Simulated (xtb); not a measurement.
xtb 6.7.1, GFN1-xTB: W(O)(OMe)4 (C[O][W](=[O])([O]C)([O]C)[O]C), 22 atoms. The geometry is a generated start, not checked to be a minimum at this level.

```yaml
method: GFN1-xTB
"--acc": 1 (default)
"--etemp (K)": 300 (default)
detailed input (--input): "none: ANC optimiser, Lindh (1995) Hessian, microcycle=20, maxdispl=1.0, hlow=0.01 (default)"
basis_functions: 70
valence_electrons: 64
```

```xyz
22

W     -0.5036     0.1011     0.1189
O     -0.5239    -0.1267     1.7985
O      0.7535    -1.2469    -0.4190
C      1.6672    -1.7897     0.5032
H      1.1852    -2.5969     1.0770
H      2.5335    -2.2109    -0.0307
H      2.0202    -1.0142     1.2100
O     -1.7875    -0.9601    -0.7285
C     -1.9685    -2.3170    -1.0270
H     -2.6295    -2.7817    -0.2811
H     -2.4258    -2.4306    -2.0200
H     -0.9885    -2.8283    -1.0211
O     -1.7162     1.5149    -0.1557
C     -1.6403     2.6076     0.7220
H     -0.6767     3.1336     0.5808
H     -2.4597     3.3134     0.5176
H     -1.7192     2.2564     1.7682
O      0.8595     1.3592    -0.2505
C      2.2287     1.4778    -0.5321
H      2.4011     2.3343    -1.1977
H      2.7932     1.6386     0.3973
H      2.5975     0.5660    -1.0302
```

Charge 0 and multiplicity 1 are set for this test and not shown to be the ground state.

The structure is relaxed from this start with --opt LEVEL for the levels crude, sloppy, loose, lax, normal, tight, vtight, extreme, once each. Up to the end of the extreme run atoms move by at most 1.7 Å along an axis.

Problem. Choose the cheapest level whose final energy lies within 20 meV of that of extreme.

Solution. normal: 94 cycles against 118, ending 0.35 meV above.

```json
[
 {"level": "crude", "cycles": "8", "energy above the extreme run (meV)": "120", "gradient norm (eV/Å)": "0.37"},
 {"level": "sloppy", "cycles": "16", "energy above the extreme run (meV)": "85", "gradient norm (eV/Å)": "0.17"},
 {"level": "loose", "cycles": "16", "energy above the extreme run (meV)": "85", "gradient norm (eV/Å)": "0.17"},
 {"level": "lax", "cycles": "24", "energy above the extreme run (meV)": "73", "gradient norm (eV/Å)": "0.10"},
 {"level": "normal", "cycles": "94", "energy above the extreme run (meV)": "0.35", "gradient norm (eV/Å)": "0.019"},
 {"level": "tight", "cycles": "99", "energy above the extreme run (meV)": "0.055", "gradient norm (eV/Å)": "0.015"},
 {"level": "vtight", "cycles": "108", "energy above the extreme run (meV)": "under 0.01", "gradient norm (eV/Å)": "0.0056"},
 {"level": "extreme", "cycles": "118", "energy above the extreme run (meV)": "—", "gradient norm (eV/Å)": "0.0021"}
]
```
